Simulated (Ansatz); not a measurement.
diamond: the defect Ti on the C site (Ti_C)

These are PBE, PAW (plane waves to 420 eV; Ansatz, an electronic-structure program) values and carry that method's errors. The supercell holds 64 host sites (2×2×2 repeats of the unit cell), with a 2×2×2 shifted k-point sampling for the final energies. Site at the start: the C site. Charged cells carry a point-charge image correction with potential alignment at far atoms. Dielectric constants: PBE linear response of the host. Host gap at this level: 4.13 eV. Finite-size and sampling errors can reach tenths of an eV here. PBE underestimates the host's gap, which shifts levels and can delocalise carriers. Spin–orbit coupling is left out, and no Hubbard U is applied to the open shells. Each state is the lowest found from its start.

Formation energies E_f are given with the Fermi level at the valence-band maximum. Chemical conditions: impurity bounded by its compound with the host (Δμ(C) = 0.14 eV, Δμ(Ti) = -1.80 eV, bounded by rock-salt TiC; only phases computed here count, gases as isolated molecules at 0 K). Reference phases: C: graphite, Ti: hcp Ti.

```json
[
 {"charge": "+1†", "moment (μB)": "1.0", "point group": "–", "largest move off a lattice site (Å)": "0.47", "image correction with alignment (eV)": "0.87", "E_f, impurity bounded by its compound with the host (eV)": "–"},
 {"charge": "0", "moment (μB)": "not spin-polarised", "point group": "Td", "largest move off a lattice site (Å)": "0.29", "image correction with alignment (eV)": "0.00", "E_f, impurity bounded by its compound with the host (eV)": "11.12"},
 {"charge": "−1†", "moment (μB)": "1.0", "point group": "–", "largest move off a lattice site (Å)": "0.30", "image correction with alignment (eV)": "-0.07", "E_f, impurity bounded by its compound with the host (eV)": "–"}
]
```

† Not settled in this cell, so no level is given: charge +1: carriers not clearly localised, level within 0.1 eV of a band edge or past it; charge −1: a large or scattered potential alignment.

Point groups are those of the whole cell at tolerances of 0.03 and 0.1 Å ("near" where only the looser one holds); none is given for unsettled states.

All states together cost about 24 core-minutes (a rough figure).
